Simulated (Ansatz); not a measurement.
The starting structures come from a database of crystals and need not be the phases stable at ambient conditions.

 Where the default PAW files enter, the runs use the earlier of Ansatz's two default sets.

**Evanescent states of Sr(Li₂P)₂ (R-3m, not sure to be the ambient phase, 7 atoms a cell, 17.7 Å³ an atom) along the normal of (101)**

The numbers are results of PBEsol (plane waves, PAW; Ansatz, a first-principles code), not measurements.

The gap is the functional's own, uncorrected, and κ follows it; spin-orbit coupling is left out. Mid-gap values are interpolated between the computed energies.

Energies count from the valence-band top; κ is the least over a 8×4 mesh across the current.

```json
[
 {"E (eV)": "0.03", "κ (1/Å)": "0.041", "where": "Γ"},
 {"E (eV)": "0.09", "κ (1/Å)": "0.069", "where": "Γ"},
 {"E (eV)": "0.15", "κ (1/Å)": "0.088", "where": "Γ"},
 {"E (eV)": "0.21", "κ (1/Å)": "[?]", "where": "Γ"},
 {"E (eV)": "0.27", "κ (1/Å)": "[?]", "where": "Γ"},
 {"E (eV)": "0.33", "κ (1/Å)": "[?]", "where": "Γ"},
 {"E (eV)": "0.39", "κ (1/Å)": "[?]", "where": "Γ"},
 {"E (eV)": "0.45", "κ (1/Å)": "[?]", "where": "Γ"},
 {"E (eV)": "0.51", "κ (1/Å)": "[?]", "where": "Γ"},
 {"E (eV)": "0.57", "κ (1/Å)": "[?]", "where": "Γ"},
 {"E (eV)": "0.63", "κ (1/Å)": "[?]", "where": "Γ"},
 {"E (eV)": "0.69", "κ (1/Å)": "[?]", "where": "off Γ"},
 {"E (eV)": "0.75", "κ (1/Å)": "0.119", "where": "off Γ"},
 {"E (eV)": "0.81", "κ (1/Å)": "0.092", "where": "off Γ"},
 {"E (eV)": "0.87", "κ (1/Å)": "0.049", "where": "off Γ"}
]
```

Problem. Some entries are withheld; supply them.

Solution. 
- 0.21, κ (1/Å): 0.103
- 0.27, κ (1/Å): 0.115
- 0.33, κ (1/Å): 0.125
- 0.39, κ (1/Å): 0.133
- 0.45, κ (1/Å): 0.141
- 0.51, κ (1/Å): 0.147
- 0.57, κ (1/Å): 0.152
- 0.63, κ (1/Å): 0.157
- 0.69, κ (1/Å): 0.141
